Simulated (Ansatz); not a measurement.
Base system: Be in the hcp (Mg type) structure (space group P6_3/mmc, No. 194; relaxed with 0.1 eV smearing).

```yaml
crystal:
  lattice:
    - [2.25515, 0.00000, 0.00000]
    - [-1.12758, 1.95302, 0.00000]
    - [0.00000, 0.00000, 3.55800]
  atoms:
    - { symbol: Be, position: [0.66667, 0.33333, 0.75000] }
    - { symbol: Be, position: [0.33333, 0.66667, 0.25000] }
```

Cartesian axes are those of the cell as printed.

Computed with PBEsol in Ansatz (plane waves to 420 eV, PAW, spin-orbit coupling left out).

One thing is altered: the cell is scaled by 0.9850 in all directions, atoms relaxed at fixed cell.

Task: Predict the stress tensor and what it implies for the stiffness.

Result: Stress of the strained cell less that of the base (GPa, compression positive):
```
    5.8     0.0     0.0
    0.0     5.8     0.0
    0.0     0.0     6.6
```

Then B = −ΔP/(ΔV/V₀) with ΔV/V₀ = -0.0443 gives secant stiffness values (nonlinear terms included at this strain): B (at held cell shape, above the free-shape value) ≈ 137 GPa.

As a check, the harmonic strain energy −½ V₀ Δσ:ε is 6.7 meV/atom; the computed energy rise is 6.4 meV/atom.

No phonon test of stability was made.

Ansatz is a quantum-chemistry and plane-wave program.
